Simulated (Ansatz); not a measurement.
Worked example: relaxation of the atoms of LiMnPO₄ (P1, 28 atoms in the cell) in Ansatz (a quantum-chemistry and plane-wave program).

Level of theory: PBEsol, default PAW files made with PBE (plane waves; Ansatz).

Input as run:

Ansatz 0.2 input:
```yaml
# LiMnPO4
crystal:
  lattice:
    - [10.51543800, 0.00000000, 0.00000000]
    - [0.00000000, 6.13233000, 0.00000000]
    - [0.00000000, 0.00000000, 4.76914300]
  atoms:
    - { symbol: Li, position: [-0.00207900, -0.01906900, -0.01879900] }
    - { symbol: Li, position: [0.50654600, 0.00344100, 0.50523800] }
    - { symbol: Li, position: [0.00599900, 0.50620500, 0.01025400] }
    - { symbol: Li, position: [0.50030700, 0.51037400, 0.50128400] }
    - { symbol: Mn, position: [0.71525400, 0.22486200, 0.96979600], spin: 4.0 }
    - { symbol: Mn, position: [0.77275800, 0.76855800, 0.49106400], spin: 4.0 }
    - { symbol: Mn, position: [0.29151600, 0.73296000, 0.01206800], spin: 4.0 }
    - { symbol: Mn, position: [0.22203800, 0.24848500, 0.53881200], spin: 4.0 }
    - { symbol: P, position: [0.90489800, 0.25130300, 0.39929100] }
    - { symbol: P, position: [0.58928300, 0.75733200, 0.91037900] }
    - { symbol: P, position: [0.09155200, 0.75279200, 0.59390800] }
    - { symbol: P, position: [0.40807600, 0.24544400, 0.07914900] }
    - { symbol: O, position: [0.90054500, 0.24951000, 0.73662200] }
    - { symbol: O, position: [0.59254100, 0.75195600, 0.25043900] }
    - { symbol: O, position: [0.10099400, 0.75530900, 0.26516900] }
    - { symbol: O, position: [0.39640000, 0.24255300, 0.76502300] }
    - { symbol: O, position: [0.53749800, 0.24330500, 0.21906800] }
    - { symbol: O, position: [0.94809900, 0.76097400, 0.71781000] }
    - { symbol: O, position: [0.45789200, 0.74146200, 0.78367700] }
    - { symbol: O, position: [0.04784600, 0.24719600, 0.29514200] }
    - { symbol: O, position: [0.84224500, 0.03985700, 0.26588500] }
    - { symbol: O, position: [0.65705400, 0.96105700, 0.77591900] }
    - { symbol: O, position: [0.16114700, 0.55673100, 0.70854400] }
    - { symbol: O, position: [0.33622600, 0.46135100, 0.22988500] }
    - { symbol: O, position: [0.16846300, 0.94371400, 0.73800700] }
    - { symbol: O, position: [0.34129400, 0.06471300, 0.20351300] }
    - { symbol: O, position: [0.84519500, 0.44831100, 0.27043000] }
    - { symbol: O, position: [0.66041700, 0.54931500, 0.78242300] }
basis:
  ecutwfc: 420.0
kpoints:
  mp_grid: { grid: [2, 3, 3] }
hamiltonian:
  xc: pbesol
  pseudopotentials: { kind: paw }
magnetization:
  spin_polarized: true
scf:
  occupations: { method: cold, width: 0.1 }
  convergence: { dr2_threshold: 1.0e-03 eV }
relax:
  f_tol: 0.03
output:
  forces: true
  eigenvalues: true
  stress: true
```

Output, abridged:

```
   [... SCF lines of the steps left out ...]
relax step   1: F+E_penalty+E_count = -28237.24846148 eV  Δ(F+E_penalty+E_count) = +0.000e0 eV  max|allowed force component| = 5.335e0 eV/Å  Δτ_max = 0.0000 Å  (12 SCF iters, accepted)
relax step   2: F+E_penalty+E_count = -28238.46759145 eV  Δ(F+E_penalty+E_count) = -1.219e0 eV  max|allowed force component| = 3.430e0 eV/Å  Δτ_max = 0.0735 Å  (5 SCF iters, accepted)
relax step   3: F+E_penalty+E_count = -28239.14198321 eV  Δ(F+E_penalty+E_count) = -6.744e-1 eV  max|allowed force component| = 4.694e-1 eV/Å  Δτ_max = 0.2000 Å  (5 SCF iters, accepted)
   [... lines left out ...]
relax step   5: F+E_penalty+E_count = -28239.21926780 eV  Δ(F+E_penalty+E_count) = -1.942e-2 eV  max|allowed force component| = 3.384e-2 eV/Å  Δτ_max = 0.0541 Å  (4 SCF iters, accepted)
relax step   6: F+E_penalty+E_count = -28239.22028805 eV  Δ(F+E_penalty+E_count) = -1.020e-3 eV  max|allowed force component| = 3.277e-2 eV/Å  Δτ_max = 0.0107 Å  (3 SCF iters, accepted)
relax step   7: F+E_penalty+E_count = -28239.22043362 eV  Δ(F+E_penalty+E_count) = -1.456e-4 eV  max|allowed force component| = 1.053e-2 eV/Å  Δτ_max = 0.0041 Å  (2 SCF iters, accepted)
the relaxation's final electronic state is not compared with the one that a single-point calculation of its input finds at the relaxed geometry …
Stability not checked (fill_not_monotonic)
Magnetization: 20.0000 μB (104.0000 up, 84.0000 down)
Absolute magnetization: 20.0077 μB (∫|ρ↑−ρ↓|, with the PAW one-centre terms)
Spin contamination: 0.0181 ħ² per cell (⟨S²⟩ above its minimum at these occupations)
   [... lines left out ...]
Free energy (F): -28239.220434 eV
Fermi energy:    8.699991 eV
   [... lines left out ...]
    - { symbol: O, position: [0.16341178768227213, 0.9514228703403359, 0.7160840058912977] }
    - { symbol: O, position: [0.33657269125651, 0.048613124542001174, 0.21608810279430773] }
    - { symbol: O, position: [0.8365837907949282, 0.4514364612867159, 0.28387301297298556] }
    - { symbol: O, position: [0.6634313486325252, 0.5486178578699492, 0.7839555404878324] }
```

The run converged. 

Summary of the result:
- Free energy E − TS (on the zero of these files): -28239.2204 eV
- Top of the valence band (on the code's own zero): 7.61 eV
- Gap on the k-point mesh: 2.04 eV
- Pressure: -2.64 GPa
- Largest force (vector length): 0.012 eV/Å
- Size of the cell's spin moment: 20.00 μB
- Relaxation steps: 7

The starting cell comes from a database of published, mostly measured structures (it also holds non-ambient and calculated ones), without a prior relaxation at this level. Its lattice was rescaled by a random factor within 2.5 % of one. For this run, on top of that: atoms moved at random. The magnetic order is the one reached from the typed start; others were not searched systematically. Ansatz's pressure includes its estimate of the finite-basis (Pulay) stress. Without the estimate this run gives -3.31 GPa.

Cost on one core of a shared machine: roughly 5 min.
